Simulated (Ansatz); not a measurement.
Start from Sc in the diamond structure (space group Fd-3m, No. 227; a = 6.293 Å; a hypothetical phase, not in the database extracts checked; relaxed with 0.1 eV smearing). Axes: x, y, z lie along the cube axes.

Computed with DFT with PBEsol, PAW potentials and a 420 eV plane-wave cutoff in Ansatz (a program for electronic structure), spin-orbit coupling left out.

Modification: every lattice vector is stretched by 1.35 %, atoms relaxed at fixed cell.

Question: Predict the stress tensor and what it implies for the stiffness.

Answer: Stress of the strained cell less that of the base (GPa, compression positive):
```
   -0.4     0.0     0.0
    0.0    -0.4     0.0
    0.0     0.0    -0.4
```

Then B = −ΔP/(ΔV/V₀) with ΔV/V₀ = 0.0410 gives secant stiffness values (nonlinear terms included at this strain): B ≈ 10 GPa.

Whether these cells are dynamically stable was not tested. All final runs are without spin polarisation. Sc has a high density of states at the Fermi level and may be magnetic at this level.
